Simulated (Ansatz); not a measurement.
composition Si15P, cell Si60P4, first heated far above this temperature, then brought to it [in the run: it was liquid; mean temperature 2135 K (target 2090 K); density 2.42 g/cm³; one k-point, which a denser mesh shifts by 0.0 GPa in pressure and 0.09 eV/Å in forces]. The solute's share, one atom in sixteen, is far above doping levels in devices. Bonds are counted up to P-Si 3.02 Å, Si-Si 3.34 Å.

Problem. What distribution of Si-P-Si angles does Ansatz (a first-principles code) with PBE give?

Solution. mean 101°, standard deviation 31°.
```
angle (°) | p (1/°)
      1.5 |  0.0000
      4.5 |  0.0000
      7.5 |  0.0000
     10.5 |  0.0000
     13.5 |  0.0000
     16.5 |  0.0000
     19.5 |  0.0000
     22.5 |  0.0000
     25.5 |  0.0000
     28.5 |  0.0000
     31.5 |  0.0000
     34.5 |  0.0000
     37.5 |  0.0000
     40.5 |  0.0000
     43.5 | # 0.0006
     46.5 | #### 0.0018
     49.5 | ############# 0.0053
     52.5 | ################# 0.0071
     55.5 | ######################## 0.0100
     58.5 | ###################### 0.0091
     61.5 | ###################### 0.0091
     64.5 | ###################### 0.0093
     67.5 | #################### 0.0081
     70.5 | ####################### 0.0097
     73.5 | ###################### 0.0091
     76.5 | ####################### 0.0095
     79.5 | ###################### 0.0091
     82.5 | ########################## 0.0108
     85.5 | ############################## 0.0123
     88.5 | ############################# 0.0120
     91.5 | ########################### 0.0110
     94.5 | ############################## 0.0124
     97.5 | ############################# 0.0119
    100.5 | ########################## 0.0106
    103.5 | ############################# 0.0122
    106.5 | ############################ 0.0115
    109.5 | ########################## 0.0106
    112.5 | ####################### 0.0096
    115.5 | ####################### 0.0097
    118.5 | ######################## 0.0100
    121.5 | ###################### 0.0090
    124.5 | ################### 0.0078
    127.5 | ################## 0.0074
    130.5 | #################### 0.0081
    133.5 | ################ 0.0068
    136.5 | ################ 0.0066
    139.5 | ############# 0.0052
    142.5 | ############# 0.0055
    145.5 | ############# 0.0052
    148.5 | ############# 0.0052
    151.5 | ########## 0.0040
    154.5 | ########## 0.0040
    157.5 | ####### 0.0031
    160.5 | ####### 0.0031
    163.5 | ######## 0.0032
    166.5 | ##### 0.0022
    169.5 | ##### 0.0021
    172.5 | ### 0.0011
    175.5 | ## 0.0008
    178.5 |  0.0002
```
